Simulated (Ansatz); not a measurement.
The parent structure is MoS2 in the 3R-MoS2 type structure (space group R3m, No. 160; a = 3.1156 Å, c = 17.3564 Å (hexagonal axes); layered, stacked along the Cartesian z axis).

One thing is altered: a free-standing slab of 2 layers (6 atoms, 3 a layer) is cut normal to the stacking axis, with 15 Å of vacuum and the in-plane cell relaxed.

Levels (all Ansatz, a program for electronic structure, PAW): PBEsol-D3(BJ) (420 eV, scalar-relativistic without spin-orbit coupling); PBEsol+SOC (420 eV, noncollinear with spin-orbit coupling).

The geometry is relaxed with PBEsol-D3(BJ).

| Item | Result |
|---|---|
| PBEsol-D3(BJ) valence-band top at Γ | 0.00, -1.09, -1.97 eV |
| PBEsol-D3(BJ) band gap | 0.98 eV |
| PBEsol-D3(BJ) smallest direct gap | 1.78 eV |

### Question
How does going to PBEsol+SOC change the valence-band top at Γ, band gap and smallest direct gap?

### Answer
The valence-band top at Γ (three highest Kramers pairs, from the VBM) stays 0.00, -1.09, -1.97 eV; the band gap drops by 0.03 eV (0.98 eV → 0.95 eV); the smallest direct gap drops by 0.08 eV, from 1.78 eV to 1.70 eV.

Single points use the geometry relaxed with PBEsol-D3(BJ). The spin-orbit shifts are approximate. Stability against distortions was not tested.
